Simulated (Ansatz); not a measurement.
The starting structures come from a database of crystals and need not be the phases stable at ambient conditions.

The decay constant κ of evanescent states in the gap governs leakage through a thin film.

Data:

```yaml
crystal:
  lattice:
    - [3.89368, 0.00000, 0.00000]
    - [0.00000, 3.89368, 0.00000]
    - [1.94684, -1.94684, 2.75325]
  atoms:
    - { symbol: Cd, position: [0.00000, 0.00000, 0.00000] }
    - { symbol: S, position: [0.50000, 0.50000, 0.00000] }
```

Space group of this cell: Fm-3m, rock salt. The cell is taken as given; by r2SCAN its mean pressure is -2.2 GPa.

Transport runs along the normal of the first two printed cell vectors, the (001) plane of the conventional cell.

The gap is the functional's own, uncorrected, and κ follows it; spin-orbit coupling is left out. Mid-gap values are interpolated between the computed energies.

Problem. State the band gap and the smallest decay constant κ at mid-gap according to Ansatz (a quantum-chemistry and plane-wave program) with r2SCAN.

Solution. Gap 0.75 eV on a 12×12×12 mesh; κ = 0.130 1/Å, at (0.500, 0.500) of the in-plane reciprocal vectors. At the zone centre, at the nearest computed energy, the slowest state has κ = 0.15 1/Å.
